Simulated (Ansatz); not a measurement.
The reference is AlN in the wurtzite structure (space group P6_3mc, No. 186).

```
CELL_PARAMETERS angstrom
      3.10670     0.00000     0.00000
     -1.55335     2.69048     0.00000
      0.00000     0.00000     4.97846
ATOMIC_POSITIONS crystal
  Al 0.33333 0.66667 0.99659
  Al 0.66667 0.33333 0.49659
  N  0.33333 0.66667 0.37821
  N  0.66667 0.33333 0.87821
```

Cartesian axes are those of the cell as printed.

Level of theory: r2SCAN (Ansatz, a first-principles code), without spin-orbit coupling.

Before the change:

The smallest direct gap comes out as 4.88 eV and the band gap is 4.88 eV.

Perturbation: a free-standing slab of 2 layers (8 atoms, 4 a layer) is cut normal to the y axis, with 15 Å of vacuum and the in-plane cell held at bulk.

What happens to the smallest direct gap, band gap, gap character and excess energy per area of both faces?

The smallest direct gap shrinks by 1.72 eV, from 4.88 eV to 3.16 eV; the band gap drops by 1.81 eV to 3.07 eV; the gap character amounts to indirect, k = (0.182, 0, 0) in the run's primitive reciprocal basis → Γ; the excess energy per area of both faces (slab less bulk energy over the cell's area: twice a surface energy) comes out as 4.50 J/m².

Slab and bulk use different k-meshes, which limits the precision of the excess energy. Whether these cells are dynamically stable was not tested. Labels are those of the standard path for the cell's own space group.
